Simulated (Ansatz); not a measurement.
**Cu3N, response to strain**

Take Cu3N (space group Pm-3m, No. 221; a = 3.721 Å) as the base.

Strains are applied to the cell and any free atomic positions relax.

Level of theory: LDA/PAW in Ansatz (a program for electronic structure), scalar-relativistic without spin-orbit coupling.

Notes on the quantities. energy relative to the base: free energy F.

```json
[
 {"change": "base", "shortest interatomic distance": "1.860 Å", "pressure": "0.0 GPa", "energy relative to the base": "0 meV/atom"},
 {"change": "isotropic strain −3.00 %", "shortest interatomic distance": "1.805 Å", "pressure": "?", "energy relative to the base": "+54 meV/atom"},
 {"change": "isotropic strain −2.40 %", "shortest interatomic distance": "1.816 Å", "pressure": "?", "energy relative to the base": "+34 meV/atom"},
 {"change": "isotropic strain −1.80 %", "shortest interatomic distance": "1.827 Å", "pressure": "9.2 GPa", "energy relative to the base": "+19 meV/atom"},
 {"change": "isotropic strain −1.20 %", "shortest interatomic distance": "1.838 Å", "pressure": "?", "energy relative to the base": "+8.1 meV/atom"},
 {"change": "isotropic strain −0.60 %", "shortest interatomic distance": "1.849 Å", "pressure": "2.8 GPa", "energy relative to the base": "?"}
]
```

Question: Fill in the withheld entries from the trend.

Answer: 
- isotropic strain −3.00 %, pressure: 16.8 GPa
- isotropic strain −2.40 %, pressure: 12.8 GPa
- isotropic strain −1.20 %, pressure: 5.9 GPa
- isotropic strain −0.60 %, energy relative to the base: +2.0 meV/atom

No phonon test of stability was made. All final runs are without spin polarisation.
